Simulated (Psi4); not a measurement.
Psi4 1.11, TPSS/def2-svp: Nb(F)3(OSiH3)2 ([F][Nb]([F])([F])([O][SiH3])[O][SiH3]), 14 atoms. The geometry is a generated start, not checked to be a minimum at this level.

| Property | Value |
|---|---|
| task | energy |
| method | tpss |
| basis | def2-svp |
| memory | 3 GB |
| maxiter | 100 |
| keys of the molecule block | symmetry c1 |
| scf_type | df (default) |
| e_convergence | 1e-06 (default) |
| d_convergence | 1e-06 (default) |
| dft_radial_points | 75 (default) |
| dft_spherical_points | 302 (default) |
| effective core potentials | those of the basis set, past Kr |
| basis functions | 167 |
| grid points | 301418 |

```xyz
14

Nb    -0.6190    -0.1002    -0.1283
F      0.2723    -1.6905     0.1157
F     -2.0967    -1.1810    -0.4387
F     -1.7338     1.3205    -0.4390
O     -0.1375     0.5084     1.5137
Si    -0.1268     0.1290     3.1110
H     -1.2351    -0.8299     3.3067
H     -0.3257     1.4116     3.7959
H      1.2015    -0.4592     3.3454
O      0.5847     0.4572    -1.3722
Si     0.9837     0.1625    -2.9308
H      1.3999    -1.2542    -2.9646
H      2.0753     1.1010    -3.2042
H     -0.2428     0.4247    -3.7106
```

Charge 0 and multiplicity 1 are set for this test and not shown to be the ground state.

With the defaults (diis = true, scf_initial_accelerator = adiis, damping_percentage = 0, guess = auto, which took SAD, diis_max_vecs = 10) it converges in 12 SCF iterations. One run each on 2 threads, with these changes:
- diis_max_vecs = 20
- damping_percentage = 20
- scf_initial_accelerator = none
- guess = modhuckel
- diis = false, scf_initial_accelerator = none, damping_percentage = 60
- guess = sapgau
- guess = huckel
- guess = sadno
- diis_max_vecs = 6

Question: Which runs fail or end elsewhere than the default run?

Answer: No convergence: diis = false, scf_initial_accelerator = none, damping_percentage = 60 (the run ends without SCF convergence in 100 iterations). The rest reach the solution of the defaults.

```tsv
setting	SCF iterations	end
the defaults	12	same solution
guess = huckel	12	same solution
diis_max_vecs = 20	12	same solution
guess = modhuckel	12	same solution
guess = sadno	12	same solution
scf_initial_accelerator = none	12	same solution
diis_max_vecs = 6	13	same solution
damping_percentage = 20	22	same solution
guess = sapgau	25	same solution
diis = false, scf_initial_accelerator = none, damping_percentage = 60	100	no convergence
```

1 further run of the study ended by our limits or in an error and is left out.
